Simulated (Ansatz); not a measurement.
A self-consistent single point of a (001) slab of PbO (cut from a parent of space group no. 129; 8 atoms in the cell) with Ansatz (a program for electronic structure).

Level of theory: PBE (plane waves, PAW; Ansatz).

The change in words: vacuum of 6 angstrom (first run: 14 Å); efield.axis: default → 3; efield.dipole_correction: default → true. Reference geometry:
```yaml
crystal:
  lattice:
    - [3.99194, 0.00000, 0.00000]
    - [0.00000, 3.99194, 0.00000]
    - [0.00000, 0.00000, 21.40152]
  atoms:
    - { symbol: Pb, position: [0.50000, 0.00000, 0.32708] }
    - { symbol: Pb, position: [0.00000, 0.50000, 0.43766] }
    - { symbol: O, position: [0.50000, 0.50000, 0.38237] }
    - { symbol: O, position: [0.00000, 0.00000, 0.38237] }
    - { symbol: Pb, position: [0.50000, 0.00000, 0.56234] }
    - { symbol: Pb, position: [0.00000, 0.50000, 0.67292] }
    - { symbol: O, position: [0.50000, 0.50000, 0.61763] }
    - { symbol: O, position: [0.00000, 0.00000, 0.61763] }
```

Reference input (self-consistent single point, DFT, PBE, plane waves, default PAW files): basis.ecutwfc = 420 eV; kpoints.mp_grid.grid = 6 6 1; hamiltonian.xc = pbe; hamiltonian.pseudopotentials = {kind: paw} (the program's default PAW files); scf.occupations.method = fermi_dirac; scf.occupations.width = 0.02 eV. This run's input differs from it in these lines:

Ansatz 0.2 input:
```diff
@@ -5,12 +5,12 @@
     - [0.00000000, 3.99194000, 0.00000000]
-    - [0.00000000, 0.00000000, 21.40152000]
+    - [0.00000000, 0.00000000, 13.40150200]
   atoms:
-    - { symbol: Pb, position: [0.50000000, 0.00000000, 0.32708000] }
-    - { symbol: Pb, position: [0.00000000, 0.50000000, 0.43765600] }
-    - { symbol: O, position: [0.50000000, 0.50000000, 0.38236600] }
-    - { symbol: O, position: [0.00000000, 0.00000000, 0.38236600] }
-    - { symbol: Pb, position: [0.50000000, 0.00000000, 0.56234400] }
-    - { symbol: Pb, position: [0.00000000, 0.50000000, 0.67292000] }
-    - { symbol: O, position: [0.50000000, 0.50000000, 0.61763400] }
-    - { symbol: O, position: [0.00000000, 0.00000000, 0.61763400] }
+    - { symbol: Pb, position: [0.50000000, 0.00000000, 0.22385600] }
+    - { symbol: Pb, position: [0.00000000, 0.50000000, 0.40044000] }
+    - { symbol: O, position: [0.50000000, 0.50000000, 0.31214400] }
+    - { symbol: O, position: [0.00000000, 0.00000000, 0.31214400] }
+    - { symbol: Pb, position: [0.50000000, 0.00000000, 0.59956000] }
+    - { symbol: Pb, position: [0.00000000, 0.50000000, 0.77614400] }
+    - { symbol: O, position: [0.50000000, 0.50000000, 0.68785600] }
+    - { symbol: O, position: [0.00000000, 0.00000000, 0.68785600] }
 basis:
@@ -24,2 +24,5 @@
     kind: paw
+efield:
+  axis: 3
+  dipole_correction: true
 scf:
@@ -31,3 +34,2 @@
   eigenvalues: true
-  stress: true
```

Output (repeated stretches shortened):

```
SCF iter   1: F=—  HF=-49894.135336 eV  |F-HF|=—  |Δ(HF+E_count)|=         —  Δρ=1.62e-3  dr2=8.37e-3  ethr=1.77e-3  p=-0.000 e·Å  D=-2.95e-14 V/Å  ΔV_dip=0.00 eV  dr2_dipole=5.93e-9  V_vac-E_F(+/−)=2.59/2.80 eV  ⟨swp⟩=8.0  Hψ=2219  notcnv=0  defer=1
all-band conjugate gradients solve this SCF's bands
efield: sawtooth ramp at fractional position 0.9500 (placed from the atoms, in the widest stretch of the axis that holds none …
   [... lines left out ...]
WARN: efield: at this solve's end the planar-averaged density reaches 3.83e-2 e/Å³ inside the ramp window [0.8754, 0.1246] (bound 1e-5 e/Å³) …
SCF 1 converged in 9 iterations: F = -49894.138568 eV  dr2 = 7.22e-9
Free energy (F): -49894.138568 eV
Internal energy: -49894.138568 eV  (E = F + TS)
E sigma→0 (E₀):  -49894.138568 eV
Fermi energy:    6.145847 eV
Dipole field:    D = 0.000018 V/Å  (p = 0.000021 e·Å, saw-weighted, corrected)
Work function:   Φ+ = withheld (plateau slope 3.2e0 eV/Å)   Φ− = withheld (plateau slope 2.3e0 eV/Å)
Levels:          The Fermi level and band energies are counted from a zero that moves with the ramp; work functions are not
Vacuum region:   at the solve's end the planar-averaged density reaches 3.83e-2 e/Å³ inside the ramp window [0.8754, 0.1246] (bound 1e-5 e/Å³)
--- Forces (eV/Å), atoms counted from 1 ---
  atom   1  Pb    -0.00000000     0.00000000    -0.50583540
  atom   2  Pb    -0.00000000     0.00000000     0.34079740
  atom   3  O     -0.00000000     0.00000000    -0.01259498
  atom   4  O      0.00000000     0.00000000    -0.01259498
  atom   5  Pb    -0.00000000     0.00000000    -0.34077444
  atom   6  Pb     0.00000000     0.00000000     0.50583476
  atom   7  O      0.00000000     0.00000000     0.01257416
  atom   8  O     -0.00000000     0.00000000     0.01257416
```

The run converged in 9 iterations. Against the reference run the free energy hardly moves (within 1 meV/atom), the largest force moves little (0.505 to 0.506 eV/Å) and the gap on the mesh goes from 2.032 to 1.988 eV.

The starting cell has typed, rounded lattice constants, without a prior relaxation at this level. The slab is cut from that crystal, and its faces are unrelaxed. Its lattice was rescaled by up to half a per cent. Spin-orbit coupling is off. Spin polarisation is off, though cut faces can carry moments; a gap of a slab can lie between surface states.
